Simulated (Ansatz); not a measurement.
Defect: O vacancy in monoclinic ZrO2, neutral cell. The step: a nearby O atom hops onto the vacant site; the atom moves 2.44 Å along (-0.08, 0.46, -0.04) of the unit cell; the moving atom starts with neighbours O at 2.55, 2 O at 2.70; Zr at 2.13, 2 Zr at 2.20, Zr at 2.38 Å and ends with O at 2.55, 2 O at 2.70; Zr at 2.13, 2 Zr at 2.20, Zr at 2.38 Å. DFT values are from Ansatz (plane-wave PAW, 420 eV unless said) in a cell of 96 host sites, spin-restricted, static, with no finite-size correction. The charge state is imposed; whether it is stable for some Fermi level was not computed. Forms of the defect that were not tried may lie lower. For the PBE band: the program found a first-order saddle point.

```json
[
 {"Level": "CHGNet universal potential (has no charge state), its own band", "Forward barrier (eV)": "0.47", "Cost of the band or of the saddle's single point": "-"},
 {"Level": "PBE, the Γ point alone, band relaxed", "Forward barrier (eV)": "1.89", "Cost of the band or of the saddle's single point": "very roughly 30 core-minutes"},
 {"Level": "PBE, a 2×2×2 k-point mesh shifted by half a step, same geometries", "Forward barrier (eV)": "2.04", "Cost of the band or of the saddle's single point": "roughly 6 core-minutes"},
 {"Level": "r2SCAN at 500 eV, the Γ point alone, same geometries", "Forward barrier (eV)": "2.19", "Cost of the band or of the saddle's single point": "about 2.2 core-minutes (a rough figure)"}
]
```

At the Γ point alone and the same geometries, HSE06 less PBE is +0.46 eV for this barrier.

Ansatz is an electronic-structure program.
